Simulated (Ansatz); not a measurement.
BN (model structure, started from the MgO type, Pm-3n, No. 223, 12 atoms in the cell), treated with PBE0 in Ansatz (PAW).

Numerical settings: plane-wave cutoff 460 eV, 6×6×6 k mesh, Fermi–Dirac smearing 0.01 eV, scalar-relativistic PAW data made under PBE.

The cell is the one relaxed with PBEsol. Conventional cell: a = 4.4194 Å, b = 4.4194 Å, c = 4.4194 Å, α = 90.00°, β = 90.00°, γ = 90.00°.

```yaml
crystal:
  lattice:
    - [4.41936, 0.00000, 0.00000]
    - [0.00000, 4.41936, 0.00000]
    - [0.00000, 0.00000, 4.41936]
  atoms:
    - { symbol: B, position: [0.25000, 0.00000, 0.50000] }
    - { symbol: B, position: [0.75000, 0.00000, 0.50000] }
    - { symbol: B, position: [0.50000, 0.75000, 0.00000] }
    - { symbol: B, position: [0.50000, 0.25000, 0.00000] }
    - { symbol: B, position: [0.00000, 0.50000, 0.75000] }
    - { symbol: B, position: [0.00000, 0.50000, 0.25000] }
    - { symbol: N, position: [0.25000, 0.50000, 0.00000] }
    - { symbol: N, position: [0.75000, 0.50000, 0.00000] }
    - { symbol: N, position: [0.00000, 0.75000, 0.50000] }
    - { symbol: N, position: [0.00000, 0.25000, 0.50000] }
    - { symbol: N, position: [0.50000, 0.00000, 0.75000] }
    - { symbol: N, position: [0.50000, 0.00000, 0.25000] }
```

Task: List the 32 lowest band energies at Γ above −25 eV (eV, relative to the valence band maximum), grouping those that round alike.

Result: At Γ: -21.52, -18.77 (×2), -15.64 (×3), -11.25 (×2), -10.75, -8.65 (×3), -5.35 (×3), -3.84 (×3), -3.34 (×3), 0.00 (×3), 8.35, 8.59, 8.81 (×3), 9.24 (×3).

Note: the run warned that its exchange threshold was loose for the stress; the relaxation could raise the start's symmetry but not lower it, so the cell can be a saddle point; cell and atoms aren't relaxed at this level (pressure -2.7 GPa).

A model structure was made by putting elements into a prototype or built by hand; it is no filed structure, need not be a known phase, and can be a saddle point held by its symmetry.

Ansatz is a first-principles code.
